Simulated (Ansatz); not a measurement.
Ansatz (a first-principles code) run on Rh (Fm-3m, 1 atom in the cell): self-consistent single point.

Computed with PBEsol, default PAW files made with PBE (plane waves; Ansatz).

```xyz
1
Lattice="0.0000 1.8596 1.8596 1.8596 0.0000 1.8596 1.8596 1.8596 0.0000" Properties=species:S:1:pos:R:3 pbc="T T T"
Rh     0.0000     0.0000     0.0000
```

Reference input (self-consistent single point, DFT, PBE, plane waves, default PAW files): basis.ecutwfc = 420 eV; kpoints.mp_grid.grid = 12 12 12; hamiltonian.xc = pbe; hamiltonian.pseudopotentials = {kind: paw} (the program's default PAW files); scf.occupations.method = gaussian; scf.occupations.width = 0.2 eV. This run's input differs from it in these lines:

Ansatz 0.2 input:
```diff
@@ -13,3 +13,3 @@
 hamiltonian:
-  xc: pbe
+  xc: pbesol
   pseudopotentials: { kind: paw }
```

Output, abridged:

```
SCF iter   1: F=—  HF=-6338.732523 eV  |F-HF|=—  |Δ(HF+E_count)|=         —  Δρ=1.08e-2  dr2=1.15e-2  ethr=1.77e-3  ⟨swp⟩=4.8  Hψ=5025  notcnv=0
all-band conjugate gradients solve this SCF's bands
preconditioner: auto → none
SCF iter   2: F=—  HF=-6338.729181 eV  |F-HF|=—  |Δ(HF+E_count)|=   3.34e-3  Δρ=3.81e-3  dr2=9.25e-4  ethr=6.74e-5  ⟨swp⟩=2.7  Hψ=1985  notcnv=0
SCF iter   3: F=—  HF=-6338.728930 eV  |F-HF|=—  |Δ(HF+E_count)|=   2.52e-4  Δρ=1.57e-3  dr2=5.82e-5  ethr=5.44e-6  ⟨swp⟩=2.4  Hψ=1401  notcnv=0
SCF iter   4: F=—  HF=-6338.728932 eV  |F-HF|=—  |Δ(HF+E_count)|=   2.68e-6  Δρ=9.17e-5  dr2=3.03e-7  ethr=3.43e-7  ⟨swp⟩=2.0  Hψ=1515  notcnv=0
iter 5 did not close the SCF: its close was put off for the readings that it lacked (scf_convergence_deferred on its scf_iter line)
SCF iter   5: F=-6338.728932 eV  HF=-6338.728932 eV  |F-HF|=2.94e-9  |Δ(HF+E_count)|=   1.19e-8  Δρ=1.99e-5  dr2=8.83e-9  ethr=1.78e-9  ⟨swp⟩=2.1  Hψ=1500  notcnv=0
SCF iter   6: F=-6338.728932 eV  HF=-6338.728932 eV  |F-HF|=1.03e-10  |Δ(HF+E_count)|=   3.97e-9  Δρ=4.13e-6  dr2=3.92e-10  ethr=5.19e-11  ⟨swp⟩=2.2  Hψ=2850  notcnv=0
SCF 1 converged in 6 iterations: F = -6338.728932 eV  dr2 = 3.92e-10
Free energy (F): -6338.728932 eV
Internal energy: -6338.710825 eV  (E = F + TS)
E sigma→0 (E₀):  -6338.719879 eV
Entropy (-TS):   -0.018107 eV (-18.107 meV/atom)
Fermi energy:    24.220417 eV
--- Forces (eV/Å), atoms counted from 1 ---
  atom   1  Rh    -0.00000000     0.00000000     0.00000000
--- Stress (GPa, compression-positive) ---
       16.246059       0.000000      -0.000000
        0.000000      16.246059      -0.000000
        0.000000       0.000000      16.246059
  P = ⅓ Tr σ = 16.2461 GPa (162.461 kbar)
  The stress holds the Pulay correction. Without it, at fixed plane waves, as pw.x and ABINIT print it: P = 16.1394 GPa
```

The run converged in 6 iterations. Against the reference run the pressure goes from 28.40 to 16.25 GPa.

The starting cell comes from a database of computed structures (which also holds hypothetical and non-ambient phases and stackings), without a prior relaxation at this level. Its lattice was rescaled by a random factor within 2.5 % of one. Spin polarisation is off. With a pressure of about 16 GPa the cell is away from its equilibrium volume at this level. Ansatz's pressure includes its estimate of the finite-basis (Pulay) stress.
